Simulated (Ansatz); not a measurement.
The starting structures come from a database of crystals and need not be the phases stable at ambient conditions.

Consider the following.

```
As2Te3
1.0
    4.03316     0.00000     0.00000
    2.01658     7.03368     0.12790
    0.00000     0.88629     9.69191
Te As
6 4
Direct
  0.02685   0.94629   0.28443
  0.97315   0.05371   0.71557
  0.78173   0.43653   0.34143
  0.21827   0.56347   0.65857
  0.37810   0.24380   0.03968
  0.62190   0.75620   0.96032
  0.61364   0.77272   0.44824
  0.38636   0.22728   0.55176
  0.19973   0.60055   0.14118
  0.80027   0.39945   0.85882
```

Space group of this cell: C2/m. The cell was relaxed by PBE-D3(BJ); by r2SCAN its mean pressure is 2.0 GPa.

Transport runs along the normal of the first two printed cell vectors.

The gap is the functional's own, uncorrected, and κ follows it; spin-orbit coupling is left out. Mid-gap values are interpolated between the computed energies.

**Question.** Estimate the band gap and the smallest decay constant κ at mid-gap that r2SCAN in Ansatz (a quantum-chemistry and plane-wave program) returns for this system.

**Answer.** Gap 0.27 eV on a 8×8×4 mesh; κ = 0.040 1/Å, at the zone centre.
